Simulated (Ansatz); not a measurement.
The reference is Y in the hcp (Mg type) structure (space group P6_3/mmc, No. 194; a = 3.5943 Å, c = 5.6099 Å; relaxed with 0.1 eV smearing). Axes: x lies along a and z along c of the hexagonal cell.

It is then changed as follows: tensile biaxial strain of 0.55 % in the plane normal to [001], as in epitaxy on a mismatched substrate; the out-of-plane cell vector and the atoms relax.

Levels (all Ansatz, a first-principles code, PAW): PBEsol (420 eV, no spin-orbit coupling); r2SCAN (500 eV, no spin-orbit coupling).

The geometry is relaxed with PBEsol.

- PBEsol pressure: -0.3 GPa

Question: What does r2SCAN give at this geometry for the pressure?

Answer: The pressure grows by 2.9 GPa to 2.6 GPa.

Single points use the geometry relaxed with PBEsol. Their cutoffs differ, which shifts pressures a little. No phonon test of stability was made. All final runs are without spin polarisation.
